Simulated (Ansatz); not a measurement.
Take SrO in the rock salt structure (space group Fm-3m, No. 225) as the base.

```
SrO
1.0
    0.00000     2.56121     2.56121
    2.56121     0.00000     2.56121
    2.56121     2.56121     0.00000
Sr O
1 1
Cartesian
  0.00000   0.00000   0.00000
  2.56121   2.56121   2.56121
```

Cartesian axes are those of the cell as printed.

Method: plane-wave PAW DFT at the PBEsol level (Ansatz, a first-principles code, 420 eV), spin-orbit coupling left out.

Base values:

```
Quantity                         Value
-----------------------------  -------
Shortest interatomic distance  2.561 Å
```

Perturbation: a pure shear with ε_xy = ε_yx = 0.0143; the atoms relax in the strained cell.

Question: How does this affect the energy relative to the base?

Answer: The energy increases by 2.3 meV/atom.

Question: Predict the new stress.

Answer: The stress (xx, yy, zz, yz, xz, xy; compression positive) amounts to (0.01, 0.01, -0.05, 0.00, 0.00, -1.57) GPa.

Question: Predict the new shortest interatomic distance.

Answer: The shortest interatomic distance stays 2.561 Å.

Whether these cells are dynamically stable was not tested.
